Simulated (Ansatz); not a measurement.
# Response to strain in W2C

Consider W2C (space group P-3m1, No. 164; a = 3.008 Å, c = 4.625 Å; relaxed with 0.1 eV smearing). Axes: x lies along a and z along c of the hexagonal cell.

Strains are applied to the cell and any free atomic positions relax; under biaxial strain the out-of-plane vector relaxes too; under stress the whole cell relaxes.

Calculations: Ansatz (a program for electronic structure) PBEsol-D3(BJ), without spin-orbit coupling.

Notes on the quantities. pressure: mean of the normal stresses, compression positive.

| case | volume per atom | pressure | space group |
|---|---|---|---|
| base | 12.08 Å³ | 0.0 GPa | P-3m1 (No. 164) |
| biaxial strain −2.22 %, plane normal [001], relaxed out of plane | 11.83 Å³ | 6.6 GPa | P-3m1 (No. 164) |
| biaxial strain −1.39 %, plane normal [001], relaxed out of plane | 11.92 Å³ | 4.1 GPa | P-3m1 (No. 164) |
| biaxial strain +0.90 %, plane normal [001], relaxed out of plane | 12.20 Å³ | -2.7 GPa | P-3m1 (No. 164) |
| biaxial strain +4.83 %, plane normal [001], relaxed out of plane | 12.76 Å³ | -14.6 GPa | P-3m1 (No. 164) |
| uniaxial strain ε_xx = −0.88 % | 11.98 Å³ | 3.1 GPa | C2/m (No. 12) |
| uniaxial strain ε_xx = +4.12 % | 12.58 Å³ | -12.3 GPa | C2/m (No. 12) |
| uniaxial strain ε_yy = −1.29 % | 11.93 Å³ | 4.5 GPa | C2/m (No. 12) |
| uniaxial strain ε_zz = +2.82 % | 12.42 Å³ | -9.9 GPa | P-3m1 (No. 164) |
| uniaxial stress, 1 GPa tension along z | 12.09 Å³ | – | P-3m1 (No. 164) |

Beyond what the load breaks, stability against distortions was not tested. All final runs are without spin polarisation.
